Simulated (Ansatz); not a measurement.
Base system: BaNaIrH₆ (space group F-43m, No. 216; a = 7.7090 Å; a cell from a computed database, its experimental status unchecked). Axes: x, y, z lie along the cube axes.

The values are results of PBEsol, PAW, 420 eV (Ansatz, a first-principles code; without spin-orbit coupling), not measurements.

Before the change:

- Smallest direct gap = 3.17 eV
- Band gap = 3.13 eV

Perturbation: uniaxial stress, 2 GPa tension along z; all other stress components relax to zero.

Task: What does the calculation give for the energy relative to the base, smallest direct gap, mean lateral Poisson ratio and band gap after the change?

Result: The energy goes up by 3.0 meV/atom; the smallest direct gap shrinks by 0.02 eV (3.17 eV → 3.15 eV); the mean lateral Poisson ratio is 0.25; the band gap drops by 0.04 eV to 3.09 eV.

Spin-orbit coupling, missing from the scalar runs, can matter with Ir. Load acts through the strain it causes; cell and atoms are relaxed under it. Stability under load was not tested beyond the relaxation.
